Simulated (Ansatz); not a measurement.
The starting structures come from a database of crystals and need not be the phases stable at ambient conditions.

By PBEsol, the system below comes out a metal.

Without scattering a metal conducts by its projected Fermi surface.

Data:

```yaml
crystal:
  lattice:
    - [5.55919, 0.00000, 0.00000]
    - [0.00000, 6.50844, 0.00000]
    - [2.77959, 0.00000, 4.81440]
  atoms:
    - { symbol: In, position: [0.00000, 0.00000, 0.00000] }
    - { symbol: In, position: [0.00000, 0.50000, 0.00000] }
    - { symbol: In, position: [0.66667, 0.75000, 0.66667] }
    - { symbol: In, position: [0.33333, 0.25000, 0.33333] }
    - { symbol: Bi, position: [0.66667, 0.25000, 0.66667] }
    - { symbol: Bi, position: [0.33333, 0.75000, 0.33333] }
```

Space group of this cell: P6_3/mmc. The cell is taken as given; by PBEsol its mean pressure is -1.7 GPa.

The current flows along the normal of the first two printed cell vectors, the (100) plane of the conventional cell. No spin-orbit coupling; the value is a mean over 0.1 eV about the Fermi level.

**Question.** Predict the ballistic conductance per area from PBEsol (Ansatz, a first-principles code).

**Answer.** 0.55 × 10¹⁵ S/m² for both spins.
